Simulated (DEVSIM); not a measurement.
## illuminated Ge n-on-p cell, one wavelength

Structure: illuminated Ge n-on-p cell, one wavelength, at 250 K.

| layer (left to right) | material | thickness (μm) | Nd (cm⁻³) | Na (cm⁻³) | τn (s) | τp (s) | absorption coefficient (cm⁻¹) |
|---|---|---|---|---|---|---|---|
| 1 | Ge | 0.270 | 6.6e17 | - | 7.8e-5 | 1.2e-5 | 7600 |
| 2 | Ge | 88.0 | - | 1.3e17 | 0.00016 | 0.00016 | 7600 |

Left contact: ohmic, minority hole recombination velocity 7e5 cm/s. Right contact: ohmic, minority electron recombination velocity 5e6 cm/s. Voltage is applied to the left contact. Recombination: SRH at mid-gap, radiative, Auger. Light enters at the left, 4.2e17 photons cm⁻² s⁻¹, one pass, no reflection. Mobility is μmin + (μ − μmin)/(1 + (N/Nref)^α).

Constants are typed, rounded textbook-type inputs, not results; the design itself was drawn at random and stands for no fabricated device. Values at 300 K; Nc and Nv go as T^1.5, mobilities as T to minus their exponent, the gap by Varshni's rule with the affinity fixed.

| parameter | Ge |
|---|---|
| gap (eV) | 0.664 |
| affinity (eV) | 4 |
| permittivity | 16 |
| Nc (cm⁻³) | 1.04e19 |
| Nv (cm⁻³) | 6e18 |
| μn (cm²/Vs) | 3900 |
| μp (cm²/Vs) | 1900 |
| μn,min | 150 |
| μp,min | 100 |
| Nref,n | 2.6e17 |
| Nref,p | 4e17 |
| αn | 0.56 |
| αp | 0.6 |
| T exponent of μn | 1.66 |
| T exponent of μp | 2.33 |
| B (cm³/s) | 6.4e-14 |
| Cn (cm⁶/s) | 1e-31 |
| Cp (cm⁶/s) | 1e-31 |
| Varshni α (eV/K) | 0.000477 |
| Varshni β (K) | 235 |

DEVSIM, 1D drift-diffusion, Boltzmann statistics, complete ionisation; no tunnelling, impact ionisation, image-force lowering or self-heating.

The potential step across the device at zero bias is 0.553 V and the largest field in the device at zero bias comes out as 110000 V/cm. The dark forward voltage at 1 A/cm² comes out as 0.355 V and the dark forward voltage at 100 A/cm² is 0.475 V. The short-circuit current comes out as 64.1 mA/cm² and the open-circuit voltage is 0.296 V. The fill factor is 0.75 and the largest power comes out as 14.2 mW/cm². The share of generated pairs collected at short circuit comes out as 0.953.

Dark forward current:

```
V (V)  J (A/cm²)
-----  ---------
-0.05    -6.5e-7
-0.10    -7.2e-6
-0.15    -7.4e-5
-0.20   -0.00075
-0.25    -0.0077
-0.30     -0.078
-0.35      -0.79
-0.40       -7.6
-0.45        -53
-0.50       -190
-0.55       -440
-0.60       -800
-0.65      -1300
-0.70      -1900
-0.75      -2600
```

Current under light (generator sign):

| V (V) | J (mA/cm²) |
|---|---|
| 0.00 | 64.1 |
| 0.02 | 64.1 |
| 0.04 | 64.1 |
| 0.08 | 64.1 |
| 0.10 | 64.1 |
| 0.14 | 64.0 |
| 0.16 | 64.0 |
| 0.18 | 63.8 |
| 0.20 | 63.3 |
| 0.22 | 62.2 |
| 0.24 | 59.2 |
| 0.26 | 51.8 |
| 0.28 | 33.2 |
| 0.30 | -14.0 |
